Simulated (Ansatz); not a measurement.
This Ansatz (an electronic-structure program) input is the reference run, MgS in the rock salt structure (space group Fm-3m, No. 225), computed with Ansatz, PBEsol, PAW, cutoff 420 eV, no spin-orbit coupling:

Ansatz 0.2 input:
```yaml
crystal:
  lattice:
    - [0, 2.5909819027, 2.5909819027]
    - [2.5909819027, 0, 2.5909819027]
    - [2.5909819027, 2.5909819027, 0]
  atoms:
    - { symbol: S, position: [0, 0, 0] }
    - { symbol: Mg, position: [0.5, 0.5, 0.5] }
basis: { ecutwfc: 420, ecutrho_ratio: 4, xc_grid: 2, fft_grid_basis: typed }
kpoints: { mp_grid: { grid: [25, 25, 25] } }
hamiltonian:
  xc: pbesol
  dispersion: none
  pseudopotentials: { kind: paw }
scf: { occupations: { method: fermi_dirac, width: 0.0259 }, convergence: { dr2_threshold: 0.0000000002 } }
output: { forces: true, stress: true }
checkpoint: { write: state.ck, write_every: 1000 }
```

Task: Write the input for this change: 0.0244 electrons added to each cell, a density of 7.0×10^20 cm⁻³, with a uniform compensating background at fixed cell and a 300 K Fermi–Dirac width.

Result: 
Ansatz 0.2 input:
```yaml
crystal:
  lattice:
    - [0, 2.5909819027, 2.5909819027]
    - [2.5909819027, 0, 2.5909819027]
    - [2.5909819027, 2.5909819027, 0]
  atoms:
    - { symbol: S, position: [0, 0, 0] }
    - { symbol: Mg, position: [0.5, 0.5, 0.5] }
basis: { ecutwfc: 420, ecutrho_ratio: 4, xc_grid: 2, fft_grid_basis: typed }
kpoints: { mp_grid: { grid: [25, 25, 25] } }
hamiltonian:
  xc: pbesol
  dispersion: none
  pseudopotentials: { kind: paw }
total_charge: -0.024351
scf: { occupations: { method: fermi_dirac, width: 0.0259 }, convergence: { dr2_threshold: 0.0000000002 } }
relax: { f_tol: 0.005, max_steps: 30 }
output: { forces: true, stress: true }
checkpoint: { write: state.ck, write_every: 1000 }
```
This is the input that was run.

Carriers are added with a uniform compensating background; total energy and stress of such cells depend on the potential's zero and are not compared; many-body gap narrowing is missing at this level. No phonon test of stability was made.
